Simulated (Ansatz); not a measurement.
The starting structures come from a database of crystals and need not be the phases stable at ambient conditions.

 Where the default PAW files enter, the runs use the earlier of Ansatz's two default sets.

The decay constant κ of evanescent states in the gap governs leakage through a thin film.

Here is the system:

```
CELL_PARAMETERS angstrom
      4.05261     0.00000     0.00000
      0.00000     7.97851     0.00000
      0.00000     0.00000     6.71353
ATOMIC_POSITIONS crystal
  Ba 0.25000 0.88321 0.24916
  Ba 0.75000 0.11679 0.75084
  Ba 0.75000 0.38321 0.25084
  Ba 0.25000 0.61679 0.74916
  F  0.75000 0.67041 0.03041
  F  0.25000 0.32959 0.96959
  F  0.25000 0.17041 0.46959
  F  0.75000 0.82959 0.53041
  F  0.75000 0.43069 0.64232
  F  0.25000 0.56931 0.35768
  F  0.25000 0.93069 0.85768
  F  0.75000 0.06931 0.14232
```

Space group of this cell: Pnma. The cell is taken as given; by r2SCAN its mean pressure is -0.9 GPa.

Transport runs along the normal of the first two printed cell vectors.

No gap correction and no spin-orbit coupling; mid-gap values are interpolated between computed energies.

**Question.** Estimate the band gap and the smallest decay constant κ at mid-gap that r2SCAN (Ansatz, an electronic-structure program) returns for this system.

**Answer.** Gap 7.71 eV on a 8×4×6 mesh; κ = 0.513 1/Å, at the zone centre.
